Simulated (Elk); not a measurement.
# Worked example: self-consistent single point of ScV2Ga4 (I4/mmm, 7 atoms in the cell) in Elk

Method: LDA (PW92), all-electron FP-LAPW, Elk's shipped species files, APW+lo basis with extra local orbitals (Elk).

This input was run:

```
tasks
  0

xctype
  3

rgkmax
  7.5

gmaxvr
  14.0

nxlo
  2

lorbcnd
  .true.

rmtscf
  0.95

lmaxi
  2

stype
  0

swidth
  0.00183747

avec
   -6.0984580090    6.0984580090    4.8649392811
    6.0984580090   -6.0984580090    4.8649392811
    6.0984580090    6.0984580090   -4.8649392811

sppath
  'species/'

atoms
  3   : nspecies
  'Sc.in'   : spfname
  1   : natoms; atposl, bfcmt below
  0.0000000000  0.0000000000  0.0000000000    0.0 0.0 0.0
  'V.in'   : spfname
  2   : natoms; atposl, bfcmt below
  0.7500000000  0.2500000000  0.5000000000    0.0 0.0 0.0
  0.2500000000  0.7500000000  0.5000000000    0.0 0.0 0.0
  'Ga.in'   : spfname
  4   : natoms; atposl, bfcmt below
  0.3008700000  0.3008700000  0.6017400000    0.0 0.0 0.0
  0.6991300000  0.6991300000  0.3982600000    0.0 0.0 0.0
  0.3008700000  0.6991300000  0.0000000000    0.0 0.0 0.0
  0.6991300000  0.3008700000  0.0000000000    0.0 0.0 0.0

ngridk
  5 5 5
```

Output, abridged:

```
│ Elk code version 10.2.4 │

All units are atomic (Hartree, Bohr, etc.)

│ Ground-state run starting from atomic densities │

Lattice vectors :
  -6.098458009       6.098458009       4.864939281
   6.098458009      -6.098458009       4.864939281
   6.098458009       6.098458009      -4.864939281

Unit cell volume      :    723.7315263
Brillouin zone volume :   0.3427378861

Muffin-tin inner radius fraction :   0.1000000000E-01

Nuclei treated as point charges

Species :    1 (Sc)
 parameters loaded from : Sc.in
 name : scandium
 nuclear charge    :   -21.00000000
 electronic charge :    21.00000000
 atomic mass :    81949.61066
 muffin-tin radius :    2.280000000
 number of radial points in muffin-tin :    497
 atomic positions (lattice), magnetic fields (Cartesian) :
   1 :   0.00000000  0.00000000  0.00000000    0.00000000  0.00000000  0.00000000

Species :    2 (V)
 parameters loaded from : V.in
 name : vanadium
 nuclear charge    :   -23.00000000
 electronic charge :    23.00000000
 atomic mass :    92860.67375
 muffin-tin radius :    2.280000000
 number of radial points in muffin-tin :    497
 atomic positions (lattice), magnetic fields (Cartesian) :
   1 :  -0.25000000  0.25000000  0.50000000    0.00000000  0.00000000  0.00000000
   2 :   0.25000000 -0.25000000  0.50000000    0.00000000  0.00000000  0.00000000

Species :    3 (Ga)
 parameters loaded from : Ga.in
 name : gallium
 nuclear charge    :   -31.00000000
 electronic charge :    31.00000000
 atomic mass :    127097.2538
 muffin-tin radius :    2.280000000
 number of radial points in muffin-tin :    497
 atomic positions (lattice), magnetic fields (Cartesian) :
   1 :   0.30087000  0.30087000 -0.39826000    0.00000000  0.00000000  0.00000000
   2 :  -0.30087000 -0.30087000  0.39826000    0.00000000  0.00000000  0.00000000
   3 :   0.30087000 -0.30087000  0.00000000    0.00000000  0.00000000  0.00000000
   [... lines left out ...]
 potential will be trimmed for |G| > 2 gkmax
Constant for pseudocharge density :    8
Radial integration step length :    4

G-vector grid sizes :     45    45    45
Number of G-vectors :    33509

Maximum angular momentum used for
 APW functions                      :    8
 outer part of muffin-tin           :    6
 inner part of muffin-tin           :    2

Total nuclear charge    :   -191.0000000
Total core charge       :    102.0000000
Total valence charge    :    89.00000000
Total excess charge     :    0.000000000
Total electronic charge :    191.0000000

Effective Wigner radius, rₛ :   0.9671307046

Number of empty states         :   28
Total number of valence states :   73
Total number of core states    :  102

Conduction state local-orbitals added automatically
Total number of local-orbitals :  550

Exchange-correlation functional :      3     0     0
 Perdew-Wang/Ceperley-Alder, Phys. Rev. B 45, 13244 (1992)
 gradient requirement :    0
 local density approximation (LDA)

Smearing type :    0
 Gaussian
Smearing width :   0.1837470000E-02
Effective electronic temperature (K) :    580.2271348

Mixing type :    3
 Broyden mixing, J. Phys. A: Math. Gen. 17, L317 (1984)

Kohn-Sham potential initialised from atomic data
│ Self-consistent loop started │
│ Loop number : 1 │
 total energy                :     -10424.7514802
│ Loop number : 2 │
 total energy                :     -10424.3884769
RMS change in Kohn-Sham potential (target) :   0.2224167623     (  0.1000000000E-05)
Absolute change in total energy (target)   :   0.3630032848     (  0.1000000000E-03)
│ Loop number : 3 │
 total energy                :     -10426.8844092
RMS change in Kohn-Sham potential (target) :   0.1580342080     (  0.1000000000E-05)
Absolute change in total energy (target)   :    2.405181469     (  0.1000000000E-03)
│ Loop number : 4 │
 total energy                :     -10428.3393042
RMS change in Kohn-Sham potential (target) :   0.7461178031E-01 (  0.1000000000E-05)
Absolute change in total energy (target)   :    2.056190452     (  0.1000000000E-03)
│ Loop number : 5 │
 total energy                :     -10428.0967047
RMS change in Kohn-Sham potential (target) :   0.5087349255E-01 (  0.1000000000E-05)
Absolute change in total energy (target)   :   0.2714481050     (  0.1000000000E-03)
   [... lines left out ...]
Absolute change in total energy (target)   :   0.1103575929E-02 (  0.1000000000E-03)
│ Loop number : 15 │
 total energy                :     -10422.7937385
RMS change in Kohn-Sham potential (target) :   0.5737897383E-05 (  0.1000000000E-05)
Absolute change in total energy (target)   :   0.1843465525E-03 (  0.1000000000E-03)
│ Loop number : 16 │
 total energy                :     -10422.7938598
RMS change in Kohn-Sham potential (target) :   0.1818240971E-05 (  0.1000000000E-05)
Absolute change in total energy (target)   :   0.7513070341E-04 (  0.1000000000E-03)
│ Loop number : 17 │
 total energy                :     -10422.7939479
RMS change in Kohn-Sham potential (target) :   0.3322223479E-06 (  0.1000000000E-05)
Absolute change in total energy (target)   :   0.1069373575E-03 (  0.1000000000E-03)
│ Loop number : 18 │
 total energy                :     -10422.7939655
RMS change in Kohn-Sham potential (target) :   0.9110795782E-07 (  0.1000000000E-05)
Absolute change in total energy (target)   :   0.4431042908E-04 (  0.1000000000E-03)
Convergence targets achieved

│ Loop number : 19 │

Energies :
 Fermi                       :     0.301377201630
 sum of eigenvalues          :     -5991.73305214
 electron kinetic            :      10598.1356092
 core electron kinetic       :      9834.99855560
 Coulomb                     :     -20605.0099312
 Coulomb potential           :     -16039.1975215
 nuclear-nuclear             :     -1304.36131534
 electron-nuclear            :     -22562.0997101
 Hartree                     :      3261.45109428
 Madelung                    :     -12585.4111704
 xc potential                :     -550.671139850
 exchange                    :     -399.290071201
 correlation                 :     -16.6295751381
 total energy                :     -10422.7939683

Density of states at Fermi energy :    174.9295428
 (states/Hartree/unit cell)

Estimated indirect band gap :   0.7597249669E-03
 from k-point     14 to k-point      5
Estimated direct band gap   :   0.1321433388E-02
 at k-point     14

Charges :
 core                        :    102.0000000
 valence                     :    89.00000000
 interstitial                :    10.89886427
 muffin-tins (core leakage)
  species :    1 (Sc)
   atom    1                 :    18.96621822     (  0.1210475098E-07)
  species :    2 (V)
   atom    1                 :    21.36727040     (  0.4301217160E-09)
   atom    2                 :    21.36727040     (  0.4301217160E-09)
  species :    3 (Ga)
   atom    1                 :    29.60009418     (  0.1470942617E-02)
   atom    2                 :    29.60009418     (  0.1470942617E-02)
   atom    3                 :    29.60009418     (  0.1470942617E-02)
   atom    4                 :    29.60009418     (  0.1470942617E-02)
 total in muffin-tins        :    180.1011357
 total calculated charge     :    190.9892820
 total charge                :    191.0000000
 error                       :   0.1071799049E-01

│ Self-consistent loop stopped │
```

The run converged in 19 iterations. The count includes the last loop, which Elk runs after its targets are met.

The starting cell comes from a database of computed structures (which also holds hypothetical and non-ambient phases and stackings), without a prior relaxation at this level. Spin polarisation is off. Values depend on the basis (sphere radii, cutoffs, local orbitals), which need not be converged. The log's line on a gap gives a spacing of levels on this mesh, which the program prints for metals too.

Cost on one core of a shared machine: roughly 90 s.
